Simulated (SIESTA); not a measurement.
# How far to go with the SCF threshold: SnO (P4mm, 4 atoms in the cell)

```
SnO
1.0
    3.78100     0.00000     0.00000
    0.00000     3.78100     0.00000
    0.00000     0.00000     4.81580
Sn O
2 2
Cartesian
  1.89050   0.00000   3.71964
  0.00000   1.89050   1.14616
  1.89050   1.89050   0.00000
  0.00000   0.00000   0.00000
```

Computed with GGA PBEsol, numerical atomic orbitals DZP, PseudoDojo PBEsol standard norm-conserving potentials (rewritten from UPF to PSML) (SIESTA).

Base settings: XC.functional = GGA; XC.authors = PBEsol; potentials = PseudoDojo PBEsol standard; PAO.BasisSize = DZP; PAO.EnergyShift = 0.01 Ry; MeshCutoff = 400 Ry; kgrid.MonkhorstPack = 3 3 3; OccupationFunction = FD; ElectronicTemperature = 20 meV; MaxSCFIterations = 150.

In this ladder: SCF.DM.Tolerance = default; SCF.DM.Converge = false; SCF.H.Converge = false; SCF.FreeE.Converge = true.

The mesh stays at the base's, so the ladder's end is converged at best in this setting alone.

Only quantities that move along the ladder and can be compared are tabulated; the gap is left out on so coarse a mesh.

Core times come from one kind of shared machine, to one figure; runs under 30 s give none.

The starting cell has typed, rounded lattice constants, without a prior relaxation at this level. Its lattice was rescaled by up to half a per cent. One atom was moved a little off its site on purpose. Values carry the incompleteness of an atom-centred basis. In the base run, with a pressure of about 5 GPa the cell is away from its equilibrium volume at this level. In the base run, forces exceed 1 eV/Å.

```tsv
SCF.FreeE.Tolerance	free energy less the last step's (meV/atom)	pressure (GPa)	largest difference of a force vector from the last step's (eV/Å)	core time / last (rough)
1.0E-01 eV	34.92	2.91	0.109	–
1.0E-02 eV	0.08	4.96	0.001	–
1.0E-03 eV	0.01	5.06	0.002	–
1.0E-04 eV	0.00	5.06	0.001	–
1.0E-05 eV	0.00	5.04	0.000	0.3
1.0E-06 eV	0.00	5.04	0.000	–
1.0E-07 eV	0.00	5.04	0.000	–
1.0E-08 eV	0.00	5.04	0.000	–
1.0E-10 eV	0.00	5.04	0.000	0.3
1.0E-12 eV	0.00	5.04	0.000	1
```

Coarsest SCF.FreeE.Tolerance that holds the forces within 0.01 eV/Å of the last step, with all finer ones: 1.0E-02 eV; the step before is off by 0.11 eV/Å.

Coarsest SCF.FreeE.Tolerance that holds the free energy within 2 meV/atom of the last step, with all finer ones: 1.0E-02 eV; the step before is off by 35 meV/atom.

Coarsest SCF.FreeE.Tolerance that holds the pressure within 0.2 GPa of the last step, with all finer ones: 1.0E-02 eV; the step before is off by 2.1 GPa.
